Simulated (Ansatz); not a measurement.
The starting structures come from a database of crystals and need not be the phases stable at ambient conditions.

 Where the default PAW files enter, the runs use the earlier of Ansatz's two default sets.

Tunnelling through a barrier is set by its complex band structure: the current falls as exp(−2κd) with the smallest κ.

Here is the system:

```xyz
4
Lattice="7.4378 0.0000 0.0000 0.0000 7.9505 0.0000 0.0000 3.9752 2.2951" Properties=species:S:1:pos:R:3 pbc="T T T"
Mg     0.0298     5.3003     0.0000
Mg     3.7487     6.6254     2.2951
Te     4.6560     5.3003     0.0000
Te     0.9371     6.6254     2.2951
```

Space group of this cell: P6_3mc, wurtzite. The cell is taken as given; by PBEsol its mean pressure is -0.6 GPa.

Transport runs along the normal of the first two printed cell vectors, the (110) plane of the conventional cell.

The gap is the functional's own. No spin-orbit coupling. Mid-gap values are interpolated on the energy grid.

Task: Predict the band gap and the smallest decay constant κ at mid-gap from PBEsol (Ansatz, a quantum-chemistry and plane-wave program).

Result: Gap 2.30 eV on a 4×14×14 mesh; κ = 0.158 1/Å, at the zone centre.
